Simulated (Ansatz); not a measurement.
Start from PbTe in the rock salt structure (space group Fm-3m, No. 225; a = 6.5342 Å).

Perturbation: Se takes the place of Te on all its sites; the structure is relaxed again.

Levels (all Ansatz, a first-principles code, PAW): r2SCAN (500 eV, spin-orbit coupling left out); HSE06 (420 eV, without spin-orbit coupling).

The geometry is relaxed with r2SCAN.

| Property | Value |
|---|---|
| r2SCAN band gap | 0.67 eV |

Question: What does HSE06 give at this geometry for the band gap?

Answer: The band gap increases by 0.126 eV to 0.79 eV.

Single points use the geometry relaxed with r2SCAN. HSE06 gaps are upper bounds (no full band path). With Pb present, leaving out spin-orbit coupling can change the band edges. Stability against distortions was not tested.
